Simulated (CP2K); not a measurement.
A self-consistent single point of LiCl (Fm-3m, 2 atoms in the cell) with CP2K.

Level of theory: PBE, GPW, DZVP-MOLOPT-SR-GTH basis, GTH-PBE potentials (GTH_POTENTIALS) (CP2K).

The change in words: lattice scaled by 0.98. Reference geometry:
```
LiCl
1.0
    3.63453     0.00000     0.00000
    1.81726     3.14759     0.00000
    1.81726     1.04920     2.96758
Li Cl
1 1
Direct
  0.00000   0.00000   0.00000
  0.50000   0.50000   0.50000
```

Reference input (self-consistent single point, DFT PBE, GPW, DZVP-MOLOPT-SR-GTH basis, GTH-PBE potentials (GTH_POTENTIALS)): CUTOFF = 400 Ry; REL_CUTOFF = 60 Ry; SMEAR/METHOD = FERMI_DIRAC; ELECTRONIC_TEMPERATURE = 116.05 K; KPOINTS/SCHEME = MONKHORST-PACK 8 8 8; GAMMA_CENTERED = T; XC_FUNCTIONAL = PBE; Li/BASIS_SET = DZVP-MOLOPT-SR-GTH-q3; Li/POTENTIAL = GTH-PBE-q3; Cl/BASIS_SET = DZVP-MOLOPT-SR-GTH-q7; Cl/POTENTIAL = GTH-PBE-q7; METHOD = GPW. This run's input differs from it in these lines:

```diff
@@ -63,5 +63,5 @@
     &CELL
-      A 3.63452900 0.00000000 0.00000000
-      B 1.81726400 3.14759400 0.00000000
-      C 1.81726400 1.04919800 2.96758000
+      A 3.56183800 0.00000000 0.00000000
+      B 1.78091900 3.08464200 0.00000000
+      C 1.78091900 1.02821400 2.90822900
       PERIODIC XYZ
```

The program printed (abridged):

```
 SCF WAVEFUNCTION OPTIMIZATION

  Step     Update method      Time    Convergence         Total energy    Change
     1 NoMix/Diag. 0.20E+00      -     0.84120890       -22.6265545800 -2.26E+01
     2 Broy./Diag. 0.20E+00      -     0.01739539       -22.2612234308  3.65E-01
     3 Broy./Diag. 0.20E+00      -     0.03850399       -22.4631223342 -2.02E-01
     4 Broy./Diag. 0.20E+00      -     0.00606876       -22.5916172524 -1.28E-01
     5 Broy./Diag. 0.20E+00      -     0.00265446       -22.5745335463  1.71E-02
     6 Broy./Diag. 0.20E+00      -     0.00005438       -22.5727893862  1.74E-03
     7 Broy./Diag. 0.20E+00      -     0.00004386       -22.5731794452 -3.90E-04
     8 Broy./Diag. 0.20E+00      -     0.00000472       -22.5732219046 -4.25E-05
     9 Broy./Diag. 0.20E+00      -     0.00001876       -22.5731897980  3.21E-05
    10 Broy./Diag. 0.20E+00      -     0.00000020       -22.5731920415 -2.24E-06
  *** SCF run converged in    10 steps ***

  Overlap energy of the core charge distribution:               0.00000000000000
  Self energy of the core charge distribution:                -40.06090061227819
  Core Hamiltonian energy:                                      8.17595860129728
  Hartree energy:                                              14.13660428168235
  Exchange-correlation energy:                                 -4.82485431219676
  Electronic entropic energy:                                  -0.00000000000000
  Fermi energy:                                                 0.16420673926305

  Total energy:                                               -22.57319204149532
  Total energy (extrapolated to T->0):                        -22.57319204149532

                     Mulliken Population Analysis

   [... lines left out ...]

 STRESS| Analytical stress tensor [bar]
 STRESS|                        x                   y                   z
 STRESS|      x        2.60138109628E+04   1.26253762521E+01   8.92752528591E+00
 STRESS|      y        1.26253762521E+01   2.59992591654E+04   5.14694093868E+00
 STRESS|      z        8.92752528591E+00   5.14694093868E+00   2.59954929451E+04
 STRESS| 1/3 Trace                                             2.60028543578E+04
```

The run converged in 10 iterations. Against the reference run the free energy goes up by 8.6 meV/atom, the pressure goes from 0.30 to 2.60 GPa and the gap on the mesh goes from 6.221 to 6.587 eV.

The starting cell has typed, rounded lattice constants, without a prior relaxation at this level. For this run, on top of that: lattice scaled by 0.98. Values carry the incompleteness of an atom-centred basis.
